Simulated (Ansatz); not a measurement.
# PbO2 in the rutile structure (space group P4_2/mnm, No. 136)

```yaml
crystal:
  lattice:
    - [4.99825, 0.00000, 0.00000]
    - [0.00000, 4.99825, 0.00000]
    - [0.00000, 0.00000, 3.41151]
  atoms:
    - { symbol: Pb, position: [0.00000, 0.00000, 0.00000] }
    - { symbol: Pb, position: [0.50000, 0.50000, 0.50000] }
    - { symbol: O, position: [0.30761, 0.30761, 0.00000] }
    - { symbol: O, position: [0.69239, 0.69239, 0.00000] }
    - { symbol: O, position: [0.19239, 0.80761, 0.50000] }
    - { symbol: O, position: [0.80761, 0.19239, 0.50000] }
```

All numbers come from PBEsol (Ansatz, a first-principles code), spin-orbit coupling left out. k-mesh 7×7×10 (Γ-centred); smearing 0.05 eV (Fermi–Dirac).

```json
{
  "volume_per_atom": "14.20 Å³",
  "density": "9.32 g/cm³",
  "band_gap": "zero",
  "total_energy": "-4291.379 eV/atom (σ→0; compares only within this code and set-up)"
}
```

With Pb present, leaving out spin-orbit coupling can change the band edges. No phonon test of stability was made. All final runs are without spin polarisation. Gaps under 0.05 eV, about the width of the smearing, are given as zero. A zero or small gap of PbO2 can be the functional's error rather than a property of the material.
